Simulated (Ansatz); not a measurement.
Input:

End structure of a constructed model of the (0001) surface of hcp Mg, a pseudomorphic layer of Pd in the host's stacking (bottom of the slab: a bare face, its two planes held):

```
CELL_PARAMETERS angstrom
      3.19902     0.00000     0.00000
     -1.59951     2.77043     0.00000
      0.00000     0.00000    31.50000
ATOMIC_POSITIONS crystal
  Mg 0.66667 0.33333 0.25858
  Mg 0.33333 0.66667 0.34079
  Mg 0.66667 0.33333 0.42399
  Mg 0.33333 0.66667 0.50657
  Mg 0.66667 0.33333 0.58916
  Mg 0.33333 0.66667 0.67303
  Pd 0.66667 0.33333 0.73138
```

Set-up: 7 atoms, 15.2 Å thick at the start; mesh 13x13x1; 0.1 eV smearing; dipole correction on; single point; on the structure that PBE left under its start's symmetry; no spin, no spin-orbit, no U. It is one candidate, not shown to be the stable structure of the face.

Question: What work function of the top face does r2SCAN, at the PBE geometry (Ansatz, a first-principles code) give?

Answer: 4.33 eV
